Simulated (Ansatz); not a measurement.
RuN (model structure, started from the WC type, P-6m2, No. 187, 2 atoms in the cell) was calculated with PBEsol in Ansatz (plane waves, PAW).

Run with plane-wave cutoff 520 eV, 24×24×22 k mesh (along the axes of the cell as run), Fermi–Dirac smearing 0.05 eV, no spin polarisation, scalar-relativistic PAW data made under PBE.

Cell (relaxed at this level):

RuN has the hexagonal space group P-6m2 (No. 187), Pearson symbol hP2. Lattice parameters: a = b = 2.9060 Å, c = 2.6797 Å, α = β = 90.00°, γ = 120.00°. Ru on 1a has 6 N at 2.147 Å (trigonal prismatic). N on 1f is coordinated by 6 Ru at 2.147 Å (trigonal prismatic). (Neighbours: up to the widest gap in distance over summed covalent radii, below 1.35, at either atom; cation-cation and far metal-metal contacts left out.)

Q: Give the computed bulk modulus.

A: 
- bulk modulus = 326 GPa

Note: the run has no spin polarisation, so it can have missed a magnetic state; the bulk modulus is −V dP/dV from two relaxed cells at ±2 % in volume; the relaxation could raise the start's symmetry but not lower it, so the cell can be a saddle point.

The computed numbers hold no vibrational or temperature effects.

Cost on a shared machine: about 6 core-minutes (a rough figure).

A model structure was made by putting elements into a prototype or built by hand; it is no filed structure, need not be a known phase, and can be a saddle point held by its symmetry.

Ansatz is a quantum-chemistry and plane-wave program.
